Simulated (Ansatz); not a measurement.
**What holes 5.0×10^21 cm⁻³ does to MoS2**

Consider MoS$_{2}$ (space group P6_3/mmc, No. 194; a = 3.149 Å, c = 12.091 Å; layered, stacked along the Cartesian z axis).

Perturbation: hole doping at 5.0×10^21 cm⁻³ (0.519 per cell), with a uniform compensating background at fixed cell and a 300 K Fermi–Dirac width.

Calculations: Ansatz (a first-principles code), PBE-D3(BJ), PAW, cutoff 420 eV, spin-orbit coupling left out, earlier PAW set. Γ-centred 17×17×4 mesh, Fermi–Dirac width 0.0259 eV.

| quantity | base | changed | shift |
|---|---|---|---|
| gap between the host's bands | 0.77 eV | 0.82 eV | +0.05 eV |
| gap character | indirect, Γ → k = (0.176, 0.176, 0) in the run's primitive reciprocal basis | indirect, Γ → k = (0.176, 0.176, 0) in the run's primitive reciprocal basis | – |
| Fermi level relative to the doped band's edge (positive inside the band; to 0.05 eV) | – | +0.90 eV | – |

Cost of the whole job for the changed cell (relaxation, final SCF and bands): very roughly 40 core-seconds.

Charged cell with a jellium background: band edges are those of the host's band count, energies are not comparable with the neutral cell, and many-body gap narrowing is missing. Stability against distortions was not tested.
